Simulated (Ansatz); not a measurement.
Base system: Hf in the hcp (Mg type) structure (space group P6_3/mmc, No. 194; a = 3.159 Å, c = 5.000 Å).

One thing is altered: cell and atoms relaxed at a pressure of 60 GPa.

Levels (all Ansatz, a program for electronic structure, PAW): PBEsol (420 eV, without spin-orbit coupling); PBEsol+SOC (420 eV, with spin-orbit coupling).

The geometry is relaxed with PBEsol.

```
Property            Value
---------------  --------
PBEsol pressure  60.0 GPa
```

What does PBEsol+SOC give at this geometry for the pressure?

The pressure decreases by 0.6 GPa, from 60.0 GPa to 59.4 GPa.

Single points use the geometry relaxed with PBEsol. Differences between runs with and without spin-orbit coupling are approximate. Load acts through the strain it causes; cell and atoms are relaxed under it. No phonon test of stability was made. No other phases were tried under pressure. The runs without spin-orbit coupling are not spin-polarised.
